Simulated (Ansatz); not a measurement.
MnO in the rock salt structure (space group Fm-3m, No. 225; ferromagnetic)

```
MnO
1.0
    0.00000     2.23848     2.23848
    2.23848     0.00000     2.23848
    2.23848     2.23848     0.00000
O Mn
1 1
Direct
  0.00000   0.00000   0.00000
  0.50000   0.50000   0.50000
```

Computed with PBEsol+U (U_eff on d states: Mn 3.90 eV) (Ansatz, an electronic-structure program; PAW; 420 eV plane waves; scalar-relativistic without spin-orbit coupling). k-mesh 13×13×13 (Γ-centred); smearing 0.05 eV (Fermi–Dirac).

| Item | Value |
|---|---|
| Volume per atom | 11.22 Å³ |
| Density | 5.25 g/cm³ |
| Band gap | zero |
| Magnetic state | ferromagnetic |
| Total energy | -2214.308 eV/atom (σ→0; compares only within this code and set-up) |

Other magnetic orders, which the real material may have, were not ruled out. Whether these cells are dynamically stable was not tested. In its common phase, real MnO is an antiferromagnetic insulator at low temperature. The U values are a database's picks, fitted on other projectors than the ortho-atomic ones used here.
